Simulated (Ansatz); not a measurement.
Double-hcp La, treated with PBEsol in Ansatz (plane waves, PAW).

Run with plane-wave cutoff 520 eV, 18×18×6 k mesh (along the axes of the cell as run), Fermi–Dirac smearing 0.033 eV (set by the program), scalar-relativistic PAW data made under PBE.

Cell (measured lattice):

```xyz
4
Lattice="3.7700 0.0000 0.0000 -1.8850 3.2649 0.0000 0.0000 0.0000 12.1300" Properties=species:S:1:pos:R:3 pbc="T T T"
La     0.0000     0.0000     6.0650
La     0.0000     0.0000     0.0000
La     1.8850     1.0883     9.0975
La     0.0000     2.1766     3.0325
```

Q: Predict the elastic constant C33, Young modulus, Voigt–Reuss–Hill shear modulus (Hill average), elastic constant C13, elastic constant C11, elastic constant C12, elastic constant C44 and elastic constant C66.

A: 
* **elastic constant C33**: 47.3 GPa
* **Young modulus**: 39.1 GPa
* **Voigt–Reuss–Hill shear modulus (Hill average)**: 16.5 GPa
* **elastic constant C13**: 6.72 GPa
* **elastic constant C11**: 44.9 GPa
* **elastic constant C12**: 11.2 GPa
* **elastic constant C44**: 14.4 GPa
* **elastic constant C66**: 16.8 GPa

Note: the cell isn't this level's own, so it is under some stress, which shifts stiffness and frequencies.

Elastic constants are with the ions relaxed.

Spin–orbit coupling is not included.

It cost very roughly 60 core-minutes of CPU time.

Ansatz is a first-principles code.
